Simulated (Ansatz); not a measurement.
Consider Ag in the fcc (Cu type) structure (space group Fm-3m, No. 225; a = 4.105 Å; relaxed with 0.1 eV smearing). Axes: x, y, z lie along the cube axes.

Level of theory: r2SCAN/PAW in Ansatz (a first-principles code), scalar-relativistic without spin-orbit coupling, earlier PAW set.

Before the change:

- Pressure = 0.0 GPa

Now apply this change: the cell is compressed by 0.81 % along x with no lateral relaxation; the atoms relax in the strained cell.

### Question
How does this affect the energy relative to the base and pressure?

### Answer
The energy goes up by 0.4 meV/atom; the pressure (mean of the normal stresses, compression positive) goes from zero to 0.9 GPa.

No phonon test of stability was made.
